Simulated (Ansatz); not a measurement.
System: CsCl-type NiAl. Method: PBEsol in Ansatz (plane waves, PAW).

Numerical settings: plane-wave cutoff 520 eV, 20×20×20 k mesh, Fermi–Dirac smearing 0.05 eV, no spin polarisation, scalar-relativistic PAW data made under PBE.

Computed at the level's own relaxed cell.

Problem. Give the computed equilibrium volume per atom, bulk modulus, equilibrium lattice constant a and pressure derivative B′ of the bulk modulus.

Solution. 
* **equilibrium volume per atom**: 11.72 Å³/atom
* **bulk modulus**: 173 GPa
* **equilibrium lattice constant a**: 2.862 Å
* **pressure derivative B′ of the bulk modulus**: 4.3

The run finds no gap.

Measured, for comparison: equilibrium volume per atom 11.97 Å³/atom, lattice constant a 2.882 Å (extrapolated to 0 K, zero-point anharmonic expansion removed (Haas, Tran, Blaha 2009); as tabulated in Levämäki et al. (2014), arXiv:1402.3671); bulk modulus 156 GPa (room temperature, not corrected to a static lattice; as tabulated in Yamada et al. (2019), arXiv:1910.09660). Computed (rounded) less measured: equilibrium volume per atom -2.1 %, bulk modulus +11 %, lattice constant a -0.7 %.

Computed values are for the static lattice.

Ansatz is an electronic-structure program.
